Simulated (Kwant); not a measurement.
Model system: wire with a row of barriers in a Ge (holes) two-dimensional gas. Effective mass 0.06 mₑ, grid spacing 8.3 nm, hard walls, nominal width 200 nm (25 grid rows, so walls 215.8 nm apart), one parabolic valley, scattering region 830 nm long along x; energies count from the band bottom; Fermi energy swept from 0.00012534 to 0.0014885 eV. 2 barrier(s) across the wire, height 0.0041 eV, thickness 16.6 nm (about 2 grid columns), spaced by 66.4 nm.

The device is made up for the run: typed textbook-type constants, with dimensions and the other settings drawn at random.

Kwant, effective-mass tight-binding model on a square grid, one spin, coherent transport at 0 K. Conductance is in e²/h.

Sweep values stay those of the base run.

Base results: G (e²/h) at E = 0.4597 meV 0.0049; G (e²/h) at E = 0.8026 meV 0.97; G (e²/h) at E = 1.488 meV 0.13; G (e²/h) at E = 1.145 meV 0.37.

Q: What follows from this one change: well width 66.4 → 49.8 nm?

A: G at E = 0.4597 meV 0.0049 → 0.0035 e²/h; G at E = 0.8026 meV 0.97 → 0.046 e²/h; G at E = 1.488 meV 0.13 → 1.01 e²/h; G at E = 1.145 meV 0.37 → 1.01 e²/h.

Q: What follows from this one change: barrier height 0.0041 → 0.0062 eV?

A: G at E = 0.4597 meV 0.0049 → 0.00060 e²/h; G at E = 0.8026 meV 0.97 → 0.043 e²/h; G at E = 1.488 meV 0.13 → 0.043 e²/h; G at E = 1.145 meV 0.37 → 0.036 e²/h.
